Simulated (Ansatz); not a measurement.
The reference is Sn in the diamond structure (space group Fd-3m, No. 227; a = 6.5402 Å; relaxed with 0.1 eV smearing).

Calculations: PBEsol/PAW in Ansatz (an electronic-structure program), no spin-orbit coupling.

Strains are applied to the cell and any free atomic positions relax.

One change was made to it. Results:

The energy goes up by 28 meV/atom; the pressure goes from zero to 3.8 GPa; the band gap is still zero.

Problem. What was done to the base?
A) isotropic strain −2.50 %
B) isotropic strain +3.00 %
C) isotropic strain −1.50 %
D) isotropic strain +2.00 %

Solution. A, isotropic strain −2.50 %. For comparison, the energy relative to the base in the other runs: isotropic strain +3.00 % gives +33 meV/atom; isotropic strain −1.50 % gives +9.8 meV/atom; isotropic strain +2.00 % gives +15 meV/atom.

No phonon test of stability was made.
